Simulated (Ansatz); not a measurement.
## HfN, response to strain

The parent structure is HfN in the rock salt structure (space group Fm-3m, No. 225; a = 4.468 Å; relaxed with 0.1 eV smearing). Axes: x, y, z lie along the cube axes.

Strains are applied to the cell and any free atomic positions relax; under biaxial strain the out-of-plane vector relaxes too.

All numbers come from LDA (Ansatz, a first-principles code, PAW, without spin-orbit coupling).

Candidates:
(a) biaxial strain +3.00 %, plane normal [001], relaxed out of plane
(b) biaxial strain −3.00 %, plane normal [001], relaxed out of plane
(c) biaxial strain +1.00 %, plane normal [001], relaxed out of plane
(d) biaxial strain −2.00 %, plane normal [001], relaxed out of plane

Notes on the quantities. energy relative to the base: free energy F.

Q: Order them by energy relative to the base, highest first.

A: (b) biaxial strain −3.00 %, plane normal [001], relaxed out of plane (+53 meV/atom), (a) biaxial strain +3.00 %, plane normal [001], relaxed out of plane (+42 meV/atom), (d) biaxial strain −2.00 %, plane normal [001], relaxed out of plane (+23 meV/atom), (c) biaxial strain +1.00 %, plane normal [001], relaxed out of plane (+5.0 meV/atom)

Stability against distortions was not tested. The final runs are not spin-polarised. An odd electron count without spin: HfN.
